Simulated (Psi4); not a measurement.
Psi4 1.11, WB97X/def2-tzvp: CC[NH], charge -1, multiplicity 1, 9 atoms. The geometry is a generated start, not checked to be a minimum at this level.

```yaml
task: energy
method: wb97x
basis: def2-tzvp
memory: 3 GB
maxiter: 100
keys_of_the_molecule_block: symmetry c1
scf_type: df (default)
e_convergence: 1e-06 (default)
d_convergence: 1e-06 (default)
dft_radial_points: 75 (default)
dft_spherical_points: 302 (default)
basis_functions: 129
grid_points: 194558
```

```xyz
9

C     -0.9027     0.3321     0.0353
C      0.4865    -0.3960    -0.2964
N      1.6521     0.2298     0.0691
H     -1.7634    -0.2412    -0.3306
H     -0.9140     1.3204    -0.4240
H     -1.0001     0.4554     1.1146
H      0.2900    -1.4786     0.1232
H      0.4897    -0.5295    -1.3983
H      1.6620     0.3075     1.1070
```

Charge -1 and multiplicity 1 are set for this test and not shown to be the ground state.

With the defaults (damping_percentage = 0, diis = true, scf_initial_accelerator = adiis, guess = auto, which took SAD, diis_max_vecs = 10, soscf = false, soscf_start_convergence = 0.01, level_shift = 0, level_shift_cutoff = 0.01) it converges in 10 SCF iterations. One run each on 2 threads, with these changes:
- level_shift = 0.1, level_shift_cutoff = 0.001
- damping_percentage = 20
- diis_max_vecs = 20
- diis_max_vecs = 3
- damping_percentage = 60, diis = false, scf_initial_accelerator = none
- guess = sap
- damping_percentage = 60
- soscf = true, soscf_start_convergence = 0.001
- guess = sapgau

Question: Name the settings that don't reach the solution of the defaults.

Answer: No convergence: damping_percentage = 60; damping_percentage = 60, diis = false, scf_initial_accelerator = none (the run ends without SCF convergence in 100 iterations). The rest reach the solution of the defaults.

| setting | SCF iterations | JK calls | end |
|---|---|---|---|
| soscf = true, soscf_start_convergence = 0.001 | 7 | 18 | same solution |
| level_shift = 0.1, level_shift_cutoff = 0.001 | 9 | 10 | same solution |
| the defaults | 10 | 11 | same solution |
| guess = sapgau | 10 | 10 | same solution |
| guess = sap | 10 | 10 | same solution |
| diis_max_vecs = 20 | 10 | 11 | same solution |
| diis_max_vecs = 3 | 12 | 13 | same solution |
| damping_percentage = 20 | 19 | 20 | same solution |
| damping_percentage = 60 | 100 | 101 | no convergence |
| damping_percentage = 60, diis = false, scf_initial_accelerator = none | 100 | 101 | no convergence |

An SOSCF iteration holds several JK calls; a Hückel guess adds calls on atoms.
